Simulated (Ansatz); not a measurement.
The starting structures come from a database of crystals and need not be the phases stable at ambient conditions.

Inside the gap of an insulator the Bloch states are evanescent, with a wavenumber k + iκ along the transport direction.

Here is the system:

```yaml
crystal:
  lattice:
    - [4.11033, 0.00000, 0.00000]
    - [0.00000, 8.78163, 0.00000]
    - [0.00000, 0.00000, 5.14519]
  atoms:
    - { symbol: K, position: [0.50000, 0.49788, 0.60686] }
    - { symbol: K, position: [0.50000, 0.99788, 0.39314] }
    - { symbol: H, position: [0.68972, 0.17906, 0.90285] }
    - { symbol: H, position: [0.31028, 0.67906, 0.09715] }
    - { symbol: H, position: [0.31028, 0.17906, 0.90285] }
    - { symbol: H, position: [0.68972, 0.67906, 0.09715] }
    - { symbol: H, position: [0.00000, 0.29260, 0.22030] }
    - { symbol: H, position: [0.00000, 0.79260, 0.77970] }
    - { symbol: H, position: [0.00000, 0.46500, 0.13864] }
    - { symbol: H, position: [0.00000, 0.96500, 0.86136] }
    - { symbol: O, position: [0.50000, 0.21043, 0.79706] }
    - { symbol: O, position: [0.50000, 0.71043, 0.20294] }
    - { symbol: O, position: [0.00000, 0.39710, 0.29147] }
    - { symbol: O, position: [0.00000, 0.89710, 0.70853] }
    - { symbol: F, position: [0.00000, 0.11227, 0.09107] }
    - { symbol: F, position: [0.00000, 0.61227, 0.90893] }
```

Space group of this cell: Pmc2_1. The cell was relaxed by PBE-D3(BJ).

Transport runs along the normal of the first two printed cell vectors.

No gap correction and no spin-orbit coupling; mid-gap values are interpolated between computed energies.

**Question.** Predict the band gap and the smallest decay constant κ at mid-gap from Ansatz (a program for electronic structure) with PBEsol.

**Answer.** Gap 5.16 eV on a 8×4×6 mesh; κ = 0.523 1/Å, at the zone centre.
